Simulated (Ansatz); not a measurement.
Rh: response to strain

Take Rh in the fcc (Cu type) structure (space group Fm-3m, No. 225; relaxed with 0.1 eV smearing) as the base.

```
Rh
1.0
    0.00000     1.87756     1.87756
    1.87756     0.00000     1.87756
    1.87756     1.87756     0.00000
Rh
1
Direct
  0.00000   0.00000   0.00000
```

Cartesian axes are those of the cell as printed.

Strains are applied to the cell and any free atomic positions relax.

Method: Kohn–Sham DFT with the LDA functional, run in Ansatz (a first-principles code) with PAW and 420 eV plane waves, spin-orbit coupling left out.

Notes on the quantities. energy relative to the base: free energy F; pressure: mean of the normal stresses, compression positive.

| variant | energy relative to the base | pressure | shortest interatomic distance |
|---|---|---|---|
| base | 0 meV/atom | 0.0 GPa | 2.655 Å |
| tensor shear ε_xy = +1.71 % | +11 meV/atom | 0.5 GPa | 2.610 Å |
| tensor shear ε_xy = +0.86 % | +2.7 meV/atom | 0.1 GPa | 2.632 Å |
| tensor shear ε_xy = +0.57 % | +1.2 meV/atom | 0.1 GPa | 2.640 Å |
| tensor shear ε_xy = +2.00 % | +15 meV/atom | 0.6 GPa | 2.602 Å |
| tensor shear ε_xy = +0.29 % | +0.3 meV/atom | 0.0 GPa | 2.648 Å |
| tensor shear ε_xy = +1.14 % | +4.7 meV/atom | 0.2 GPa | 2.625 Å |
| tensor shear ε_xy = +1.43 % | +7.4 meV/atom | 0.3 GPa | 2.617 Å |

Whether these cells are dynamically stable was not tested. The final runs are not spin-polarised.
